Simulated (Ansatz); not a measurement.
## Cu under a change: biaxial strain −0.42 %, plane normal [111], relaxed out of plane

Consider Cu in the fcc (Cu type) structure (space group Fm-3m, No. 225; a = 3.577 Å; relaxed with 0.1 eV smearing). Axes: x, y, z lie along the cube axes.

It is then changed as follows: compressive biaxial strain of 0.42 % in the plane normal to [111], as in epitaxy on a mismatched substrate; the out-of-plane cell vector and the atoms relax.

Computed with r2SCAN (Ansatz, a quantum-chemistry and plane-wave program, PAW, scalar-relativistic without spin-orbit coupling). Γ-centred 32×32×32 mesh, Fermi–Dirac width 0.1 eV.

The volume per atom drops by 0.06 Å³ to 11.38 Å³ and the space group becomes R-3m (No. 166) (base: Fm-3m (No. 225)). The energy rises by 0.4 meV/atom and the pressure (mean of the normal stresses, compression positive) goes from zero to 0.9 GPa. The band gap remains zero and the out-of-plane strain amounts to +0.29 %.

Stability against distortions was not tested. The final runs are not spin-polarised.
